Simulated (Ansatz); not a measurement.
CaZrN2 (R-3m, No. 166, 4 atoms in the cell; start mp-1029267), treated with r²SCAN (Ansatz, a first-principles code, PAW).

Settings: plane-wave cutoff 560 eV, 12×12×12 k mesh, Fermi–Dirac smearing 0.01 eV, scalar-relativistic PAW data made under PBE.

Cell (relaxed at this level):

CaZrN$_{2}$ is taken in the trigonal space group R-3m, hexagonal axes (No. 166), Pearson symbol hR4. Cell: a = b = 3.3099 Å, c = 16.7896 Å, α = β = 90.00°, γ = 120.00°. Ca on 3a has 6 N at 2.490 Å (octahedral). Zr on 3b has 6 N at 2.258 Å (octahedral). N on 6c is surrounded by 3 Zr at 2.258 Å and 3 Ca at 2.490 Å (octahedral). (Neighbours: up to the widest gap in distance over summed covalent radii, below 1.35, at either atom; cation-cation and far metal-metal contacts left out.)
(The calculation used a cell of 4 atoms; values per cell refer to that cell.)

Problem. Predict the band gap, Γ–Γ gap and bulk modulus B0.

Solution. 
band gap: 0.83 eV (on the SCF k mesh)
Γ–Γ gap: 3.01 eV
bulk modulus B0: 175 GPa

Note: the relaxation could not lower the start's symmetry, so the cell can be a saddle point above a distorted one; the bulk modulus is −V dP/dV from two relaxed cells at ±2 % in volume.

Spin–orbit coupling is not included.

Cost on a shared machine: about 60 core-seconds (a rough figure).

A start named mp-… is a Materials Project structure, which need not be a measured phase.
